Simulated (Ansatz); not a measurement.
Results of LDA in Ansatz (plane waves, PAW) for C (model structure, Pnma, No. 62, 16 atoms in the cell).

Run with plane-wave cutoff 520 eV, 4×14×8 k mesh (along the axes of the cell as run), Fermi–Dirac smearing 0.01 eV, scalar-relativistic PAW data made under PBE.

Cell (relaxed at this level):

```yaml
crystal:
  lattice:
    - [8.97508, 0.00000, 0.00000]
    - [0.00000, 2.49509, 0.00000]
    - [0.00000, 0.00000, 4.11116]
  atoms:
    - { symbol: C, position: [0.81049, 0.25000, 0.69904] }
    - { symbol: C, position: [0.47928, 0.25000, 0.90856] }
    - { symbol: C, position: [0.69517, 0.25000, 0.42448] }
    - { symbol: C, position: [0.03673, 0.25000, 0.93157] }
    - { symbol: C, position: [0.68951, 0.75000, 0.19904] }
    - { symbol: C, position: [0.02072, 0.75000, 0.40856] }
    - { symbol: C, position: [0.80483, 0.75000, 0.92448] }
    - { symbol: C, position: [0.46327, 0.75000, 0.43157] }
    - { symbol: C, position: [0.18951, 0.75000, 0.30096] }
    - { symbol: C, position: [0.52072, 0.75000, 0.09144] }
    - { symbol: C, position: [0.30483, 0.75000, 0.57552] }
    - { symbol: C, position: [0.96327, 0.75000, 0.06843] }
    - { symbol: C, position: [0.31049, 0.25000, 0.80096] }
    - { symbol: C, position: [0.97928, 0.25000, 0.59144] }
    - { symbol: C, position: [0.19517, 0.25000, 0.07552] }
    - { symbol: C, position: [0.53673, 0.25000, 0.56843] }
```

### Question
Predict the band gap and smallest direct gap on the k points sampled.

### Answer

band gap: 4.34 eV (indirect)
smallest direct gap on the k points sampled: 4.82 eV

Note: the relaxation could raise the start's symmetry but not lower it, so the cell can be a saddle point.

Computed values are for the static lattice.

A model structure was made by putting elements into a prototype or built by hand; it is no filed structure, need not be a known phase, and can be a saddle point held by its symmetry.

Ansatz is a first-principles code.
